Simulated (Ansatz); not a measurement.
The starting structures come from a database of crystals and need not be the phases stable at ambient conditions.

 Where the default PAW files enter, the runs use the earlier of Ansatz's two default sets.

By PBEsol, the system below comes out a metal.

Here is the system:

```
CELL_PARAMETERS angstrom
      6.55281     0.00000     0.00000
      0.00000     8.28577     0.00000
      0.00000     4.14288     2.39190
ATOMIC_POSITIONS crystal
  Ta 0.66667 0.00000 0.50000
  Ta 0.00000 0.50000 0.50000
  Ta 0.33333 0.50000 0.00000
  Si 0.00000 0.15839 0.52483
  Si 0.33333 0.84161 0.00000
  Si 0.66667 0.68322 0.47517
  Si 0.00000 0.84161 0.47517
  Si 0.33333 0.15839 0.00000
  Si 0.66667 0.31678 0.52483
```

Space group of this cell: P6_422. The cell is taken as given; by PBEsol its mean pressure is -1.5 GPa.

The current flows along the normal of the first two printed cell vectors, the (110) plane of the conventional cell. No spin-orbit coupling; the value is a mean over 0.1 eV about the Fermi level.

Problem. Estimate the ballistic conductance per area that Ansatz (an electronic-structure program) with PBEsol returns for this system.

Solution. 0.38 × 10¹⁵ S/m² for both spins.
